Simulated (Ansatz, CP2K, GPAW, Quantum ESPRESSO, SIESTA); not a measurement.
**One structure in several programs: CaF (P6_3mc, 4 atoms in the cell)**

Self-consistent single point.

```
CaF
1.0
    3.95322     0.00000     0.00000
   -1.97661     3.42359     0.00000
    0.00000     0.00000     6.43637
Ca F
2 2
Direct
  0.33333   0.66667   0.99988
  0.66667   0.33333   0.49988
  0.33333   0.66667   0.37512
  0.66667   0.33333   0.87512
```

Shared settings, as Ansatz (an electronic-structure program) writes them: kpoints.mp_grid.grid = 13 13 7; scf.occupations.method = gaussian; scf.occupations.width = 0.01 Ry. Potentials and cutoffs stand in the table.

```
code                                                                                                                                 model  pressure (GPa)  largest force (eV/Å)       cutoff
----------------  ------------------------------------------------------------------------------------------------------------------------  --------------  --------------------  -----------
GPAW                                                                         LDA (Perdew-Wang 92), GPAW PAW datasets LDA (gpaw-data 1.0.1)               –                 0.003       950 eV
CP2K                                                  LDA (Pade form), GPW, DZVP-MOLOPT-SR-GTH basis, GTH-PADE potentials (GTH_POTENTIALS)           -2.45                 0.009  grid 550 Ry
Quantum ESPRESSO                                                                       LDA (PZ), GBRV 1.5 ultrasoft (LDA) pseudopotentials           -3.95                 0.003        40 Ry
SIESTA            LDA PW92, numerical atomic orbitals DZP, PseudoDojo LDA standard norm-conserving potentials (rewritten from UPF to PSML)           -0.72                 0.080  grid 400 Ry
Ansatz                                                                                                 LDA (PW92), PAW files made with PBE           -4.02                 0.004      default
```

A dash marks a value that a program does not give, or that is left out as unsure.

No clean gap comes from GPAW, CP2K, Quantum ESPRESSO, SIESTA and Ansatz: levels at the Fermi energy touch, overlap or are partly filled at this smearing.

The spread over the programs that give each value: pressure within 3.30 GPa; largest force within 0.077 eV/Å.

CP2K and SIESTA use small atom-centred bases, whose incompleteness enters pressures, forces and empty levels differently from a plane-wave cutoff. Ansatz's pressure is given at a fixed set of plane waves, as the other plane-wave codes print theirs; with its correction for the finite basis it is -3.78 GPa (the shift of 0.24 GPa shows how far the cutoff is from converged). The pressure of GPAW is left out: its cutoff lies under the one at which its stress was checked. The same LDA comes in different parametrisations, which differ slightly. In the pressure, CP2K (by 1.53) and SIESTA (by 3.26) lie more than 1 GPa from the median of the plane-wave programs. In the force vectors, SIESTA (by 0.084) lies more than 0.08 eV/Å from the median of the plane-wave programs.

The starting cell comes from a database of computed structures (which also holds hypothetical and non-ambient phases and stackings), without a prior relaxation at this level.

Left out of this page: Elk (stopped by limits of time or memory); FLEUR (not drawn, or without a comparable value).

Keys are those of Ansatz 0.2.
